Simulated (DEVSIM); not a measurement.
Device: Schottky contact on p-type GaAs, at 300 K.

Layer 1 from the left is GaAs, thickness (μm) 3.30, Na (cm⁻³) 2.8e15, τn (s) 7.8e-10, τp (s) 7.8e-10.

Left contact: Schottky, work function 4.394 eV, emission velocity 4.1e6 cm/s. Right contact: ohmic. Voltage is applied to the left contact. Recombination: SRH at mid-gap, Auger. Mobility is μmin + (μ − μmin)/(1 + (N/Nref)^α).

Constants are typed, rounded textbook-type inputs, not results; the design itself was drawn at random and stands for no fabricated device. Values at 300 K.

GaAs: gap (eV) 1.424, affinity (eV) 4.07, permittivity 12.9, Nc (cm⁻³) 4.7e17, Nv (cm⁻³) 9e18, μn (cm²/Vs) 8500, μp (cm²/Vs) 400, μn,min 500, μp,min 20, Nref,n 6e16, Nref,p 1.5e17, αn 0.39, αp 0.38, Cn (cm⁶/s) 1e-30, Cp (cm⁶/s) 1e-30.

**Question.** Estimate by hand the built-in potential, the peak field at zero bias, the capacitance at 6 V, and compare with a numerical solution.

**Answer.** 
- Built-in potential: barrier φB = 1.100 eV; Vbi = φB − kT/q ln(N_band/N) = 0.891 V; numerical 0.891 V.
- Peak field at zero bias: depletion approximation: W = √(2εVbi/(qN)) = 0.674 μm with N = 2.80e15 cm⁻³; field = 2Vbi/W = 26500 V/cm; numerical 26100 V/cm (estimate above by 1.5 %).
- Capacitance at 6 V: C = √(qεN / 2(Vbi + |V|)) = 6.10 nF/cm²; numerical 6.11 nF/cm².

DEVSIM, 1D drift-diffusion, Boltzmann statistics, complete ionisation; no tunnelling, impact ionisation, image-force lowering or self-heating. Metal contacts follow the ideal Schottky-Mott rule: no Fermi-level pinning, no interface dipoles.
